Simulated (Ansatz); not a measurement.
Start from AlN in the zinc blende structure (space group F-43m, No. 216; a = 4.370 Å).

Level of theory: r2SCAN (Ansatz, a quantum-chemistry and plane-wave program, PAW, scalar-relativistic without spin-orbit coupling).

Before the change:

| Quantity | Value |
|---|---|
| Lattice parameter a | 4.370 Å |
| Band gap | 3.94 eV |
| Smallest direct gap | 4.84 eV |
| Electron mass | 0.51 mₑ along k, 0.33 mₑ across (at X) |

It is then changed as follows: a hydrostatic pressure of 0.3 GPa.

Question: Estimate the effect on the lattice parameter a.

Answer: The lattice parameter a falls by 0.002 Å (4.370 Å → 4.368 Å).

Question: What does the calculation give for the band gap after the change?

Answer: The band gap stays 3.94 eV.

Question: What does the calculation give for the smallest direct gap after the change?

Answer: The smallest direct gap grows by 0.01 eV, from 4.84 eV to 4.85 eV.

Question: Estimate the effect on the electron mass.

Answer: The electron mass remains 0.51 mₑ along k, 0.33 mₑ across (at X).

Load acts through the strain it causes; cell and atoms are relaxed under it. Masses are band curvatures over ±0.01 Å⁻¹ around the edge. Along k means along the line from Γ to the band edge. No phonon test of stability was made. This is not the structure that AlN has at room temperature and ambient pressure.
